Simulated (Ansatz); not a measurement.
Base system: ZrC in the rock salt structure (space group Fm-3m, No. 225; a = 4.709 Å; relaxed with 0.1 eV smearing).

The values are results of Ansatz (an electronic-structure program) PBE, no SOC, not measurements.

For the base:

The pressure is 0.0 GPa and the band gap comes out as zero.

It is then changed as follows: every lattice vector is stretched by 1.00 %, atoms relaxed at fixed cell.

What does the calculation give for the pressure after the change?

The pressure goes from zero to -6.2 GPa.

How does this affect the energy relative to the base?

The energy increases by 7.9 meV/atom.

Predict the new band gap.

The band gap remains zero.

The cells carry an imposed strain or load. No phonon test of stability was made. The final runs are not spin-polarised.
